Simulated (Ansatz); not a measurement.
Worked example: self-consistent single point of OsC (P6/mmm, 6 atoms in the cell) in Ansatz (a quantum-chemistry and plane-wave program).

Method of the run: PBE (plane waves, PAW; Ansatz).

```
CELL_PARAMETERS angstrom
      5.30874     0.00000     0.00000
     -2.65437     4.59750     0.00000
      0.00000     0.00000     4.28369
ATOMIC_POSITIONS crystal
  Os 0.50000 0.00000 0.00000
  Os 0.50000 0.50000 0.00000
  Os 0.00000 0.50000 0.00000
  C  0.00000 0.00000 0.00000
  C  0.33333 0.66667 0.50000
  C  0.66667 0.33333 0.50000
```

Reference input (self-consistent single point, DFT, PBE, plane waves, default PAW files): kpoints.mp_grid.grid = 6 6 6; hamiltonian.xc = pbe; hamiltonian.pseudopotentials = {kind: paw} (the program's default PAW files); scf.occupations.method = gaussian; scf.occupations.width = 0.05 eV. This run's input differs from it in these lines:

Ansatz 0.2 input:
```diff
@@ -15,3 +15,3 @@
   mp_grid:
-    grid: [6, 6, 6]
+    grid: [5, 5, 5]
 hamiltonian:
```

Log, with long lists cut:

```
SCF iter   1: F=—  HF=-34887.703176 eV  |F-HF|=—  |Δ(HF+E_count)|=         —  Δρ=5.82e-3  dr2=3.18e-2  ethr=1.77e-3  ⟨swp⟩=5.5  Hψ=1964  notcnv=0
all-band conjugate gradients solve this SCF's bands
preconditioner: auto → LDOS
SCF iter   2: F=—  HF=-34887.703832 eV  |F-HF|=—  |Δ(HF+E_count)|=   6.56e-4  Δρ=2.80e-3  dr2=6.78e-3  ethr=5.31e-5  ⟨swp⟩=2.1  Hψ=1010  notcnv=0  defer=3
   [... lines left out ...]
SCF iter   4: F=—  HF=-34887.703051 eV  |F-HF|=—  |Δ(HF+E_count)|=   2.34e-4  Δρ=4.08e-4  dr2=1.75e-4  ethr=2.46e-6  ⟨swp⟩=2.0  Hψ=595  notcnv=0  defer=3
SCF iter   5: F=—  HF=-34887.703028 eV  |F-HF|=—  |Δ(HF+E_count)|=   2.27e-5  Δρ=1.32e-4  dr2=1.81e-5  ethr=2.92e-7  ⟨swp⟩=2.6  Hψ=768  notcnv=0  defer=3
SCF iter   6: F=—  HF=-34887.702984 eV  |F-HF|=—  |Δ(HF+E_count)|=   4.40e-5  Δρ=4.14e-5  dr2=2.17e-6  ethr=3.02e-8  ⟨swp⟩=2.5  Hψ=741  notcnv=0  defer=3
SCF iter   7: F=-34887.702984 eV  HF=-34887.702984 eV  |F-HF|=1.92e-8  |Δ(HF+E_count)|=   2.55e-7  Δρ=7.78e-6  dr2=6.60e-8  ethr=1.67e-10  ⟨swp⟩=6.0  Hψ=2289  notcnv=0
SCF 1 converged in 7 iterations: F = -34887.702984 eV  dr2 = 6.60e-8
Free energy (F): -34887.702984 eV
Internal energy: -34887.684223 eV  (E = F + TS)
E sigma→0 (E₀):  -34887.693603 eV
Entropy (-TS):   -0.018761 eV (-3.127 meV/atom)
Fermi energy:    10.599151 eV
--- Forces (eV/Å), atoms counted from 1 ---
  atom   1  Os    -0.00000000     0.00000000     0.00000000
   [... zero for the other atoms too ...]
--- Stress (GPa, compression-positive) ---
      -28.178954      -0.000000       0.000000
        0.000000     -28.178954       0.000000
        0.000000       0.000000     -43.723226
  P = ⅓ Tr σ = -33.3604 GPa (-333.604 kbar)
  The stress holds the Pulay correction. Without it, at fixed plane waves, as pw.x and ABINIT print it: P = -33.5091 GPa
```

The run converged in 7 iterations. Against the reference run the free energy is nearly the same (within 1 meV/atom) and the pressure goes from -33.49 to -33.36 GPa.

The starting cell was generated: these elements placed on a structure prototype, without a prior relaxation; it need not be a known phase or ordering of this composition. Spin-orbit coupling is off. Spin polarisation is off. With a pressure of about -33 GPa the cell is away from its equilibrium volume at this level. Ansatz's pressure includes its estimate of the finite-basis (Pulay) stress.
